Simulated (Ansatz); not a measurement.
Levels about the gap of amorphous B12Sb12Se36 (60 atoms in a cell of 1491 Å³, 4.94 g/cm³; zone centre alone, so wide bands show as single levels with stretches between that a denser mesh fills), at the geometry that PBE-D3(BJ) relaxed, where it gives 0.1 GPa on a denser mesh. The participation number counts the atoms over which a state spreads; weights are charges in smoothed Voronoi cells. The levels come from a single point, so bond lengths are those of that geometry. Method of the levels: PBE-D3(BJ), scalar-relativistic without spin-orbit coupling, PAW (Ansatz default set, large-core Se) (Ansatz, a first-principles code). Sampling: the zone centre alone; Fermi-Dirac width 0.05 eV; no spin polarisation.

It comes from a melt-quench run on a machine-learned potential (CHGNet), relaxed afterwards by DFT. The hot cell started wider than the set density and was brought back towards it in steps. It is the lowest in DFT energy of 3 quenches. It is a model cell: composition and starting density were chosen by hand, and all elements were melted together. The geometry includes D3(BJ) dispersion. Its density started from a set value of 4.65 and ended at 4.94 g/cm³. The quench (nominally 150 K/ps over its main leg) was far faster than any real one, so the model tends to hold more defects than a real film. A cell of this size samples the disorder only roughly. Volume and shape were free in the relaxation. On a 2×2×2 Γ-centred mesh force components of up to 0.12 eV/Å stay, since the relaxation ran on one k-point at (1/4, 1/4, 1/4).

```csv
"E - E(highest filled), eV",filling,participation number,largest on,weight Se,weight Sb,weight B
-0.47,filled,14.1,"Se, 2 neighbours",0.84,0.08,0.08
-0.35,filled,18.8,"Se, 2 neighbours",0.83,0.10,0.07
-0.30,filled,28.1,"Se, 1 neighbours",0.82,0.12,0.07
-0.23,filled,17.5,"Se, 2 neighbours",0.79,0.14,0.07
-0.15,filled,9.6,"Se, 2 neighbours",0.85,0.07,0.08
-0.06,filled,20.2,"Se, 1 neighbours",0.80,0.13,0.07
0.00,filled,18.2,"Se, 1 neighbours",0.82,0.13,0.05
0.76,empty,21.2,"Sb, 5 neighbours",0.58,0.36,0.07
1.02,empty,21.8,"Sb, 4 neighbours",0.52,0.39,0.08
1.14,empty,15.3,"Se, 3 neighbours",0.69,0.21,0.10
1.21,empty,26.7,"Sb, 5 neighbours",0.44,0.48,0.08
1.31,empty,29.9,"Sb, 5 neighbours",0.47,0.45,0.08
1.51,empty,29.3,"Sb, 5 neighbours",0.49,0.40,0.11
1.57,empty,26.6,"Sb, 4 neighbours",0.52,0.40,0.08
```

Most localised among these is the filled level at -0.15 eV, on a Se atom, which has 2 neighbours (B 2.03 Å, Sb 2.71 Å).
